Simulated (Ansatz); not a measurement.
Start from CuI in the zinc blende structure (space group F-43m, No. 216; a = 5.9393 Å).

Computed with Kohn–Sham DFT with the PBEsol functional, run in Ansatz (a program for electronic structure) with PAW and 420 eV plane waves, no SOC.

One change was made to it. Results:

The volume per atom decreases by 4.47 Å³ (26.19 Å³ → 21.72 Å³); the valley order (the lowest conduction-band minima on the path, energy above the VBM, named in the base's zone) changes from Γ 1.17 eV; L along ⟨111⟩ 2.11 eV; X along ⟨100⟩ 2.47 eV to Γ 1.78 eV; X along ⟨100⟩ 2.03 eV; L along ⟨111⟩ 2.25 eV.

Task: Which of these changes matches the shifts?
A. pressure 4.5 GPa
B. pressure 30 GPa
C. pressure 0.9 GPa
D. pressure 15 GPa
E. pressure 2.1 GPa

Result: D, pressure 15 GPa. For comparison, the valley order in the other runs: pressure 0.9 GPa gives Γ 1.22 eV; L along ⟨111⟩ 2.13 eV; X along ⟨100⟩ 2.44 eV; pressure 2.1 GPa gives Γ 1.29 eV; L along ⟨111⟩ 2.14 eV; X along ⟨100⟩ 2.39 eV; pressure 30 GPa gives X along ⟨100⟩ 1.75 eV; Γ 2.17 eV; L along ⟨111⟩ 2.32 eV; pressure 4.5 GPa gives Γ 1.40 eV; L along ⟨111⟩ 2.17 eV; X along ⟨100⟩ 2.31 eV.

With I present, leaving out spin-orbit coupling can change the band edges. The levels and masses belong to the bands next to the band gap. Load acts through the strain it causes; cell and atoms are relaxed under it. Whether these cells are dynamically stable was not tested. Tetrahedral semiconductors of this kind turn to denser phases somewhere between about 1 and 50 GPa; those were not computed, so compressed cells here can lie past the real transition. The final runs are not spin-polarised.
